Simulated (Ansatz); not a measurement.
## Convergence study of zone-centre phonons against the mesh for Mn (P6_3/mmc, 2 atoms in the cell)

```
CELL_PARAMETERS angstrom
      2.49607     0.00000     0.00000
     -1.24803     2.16166     0.00000
      0.00000     0.00000     4.04633
ATOMIC_POSITIONS crystal
  Mn 0.66667 0.33333 0.75000
  Mn 0.33333 0.66667 0.25000
```

Computed with LDA (PW92), default PAW files made with PBE (plane waves; Ansatz, a program for electronic structure).

Base settings: basis.ecutwfc = 420 eV; kpoints.mp_grid.grid = 15 15 8; hamiltonian.xc = lda; hamiltonian.pseudopotentials = {kind: paw} (the program's default PAW files); scf.occupations.method = gaussian; scf.occupations.width = 0.1 eV.

In this ladder: phonons.method = dfpt.

Frequencies are those of the unrelaxed cell, without the LO-TO term of polar crystals.

Only quantities that move along the ladder and can be compared are tabulated.

The starting cell comes from a database of computed structures (which also holds hypothetical and non-ambient phases and stackings), without a prior relaxation at this level. Its lattice was rescaled by up to half a per cent. Spin polarisation is off. In the base run, with a pressure of about -23 GPa the cell is away from its equilibrium volume at this level.

```csv
kpoints.mp_grid.grid,highest zone-centre frequency (cm⁻¹)
4 4 2,198.6
5 5 3,170.5
6 6 4,140.0
8 8 4,136.6
9 9 5,136.5
12 12 6,116.5
14 14 8,132.6
18 18 10,125.8
22 22 12,130.2
28 28 15,134.3
34 34 19,129.3
```

Coarsest kpoints.mp_grid.grid that holds the highest zone-centre frequency within 10 cm⁻¹: not settled: the last two steps still differ by 5.1 cm⁻¹, over half the tolerance, so the ladder does not show it.

Two neighbours can agree and both be off: 8 8 4 and 9 9 5 differ by 0.2 cm⁻¹ in the highest zone-centre frequency, yet lie about 7.2 cm⁻¹ from the last step.

Keys are those of Ansatz 0.2.
